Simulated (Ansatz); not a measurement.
# Rock-salt LaTe: properties by level of theory

```
level (code)     lattice parameter a (Å)  bulk modulus B0 (GPa)
---------------  -----------------------  ---------------------
LDA (Ansatz)                           …                   65.8
PBEsol (Ansatz)                        …                      …
r²SCAN (Ansatz)                    6.496                      …
```

**Question.** What belongs in the gaps?

**Answer.** 
- LDA (Ansatz, a program for electronic structure), lattice parameter a (Å): 6.345
- PBEsol (Ansatz), lattice parameter a (Å): 6.391
- PBEsol (Ansatz), bulk modulus B0 (GPa): 61.8
- r²SCAN (Ansatz), bulk modulus B0 (GPa): 57.7

Caveats: the bulk modulus is −V dP/dV from two relaxed cells at ±2 % in volume (LDA, PBEsol, r²SCAN). Ansatz's density-functional and Hartree–Fock values are scalar-relativistic unless marked +SOC, with PAW data made under PBE.

Static lattice: no zero-point or thermal effects.
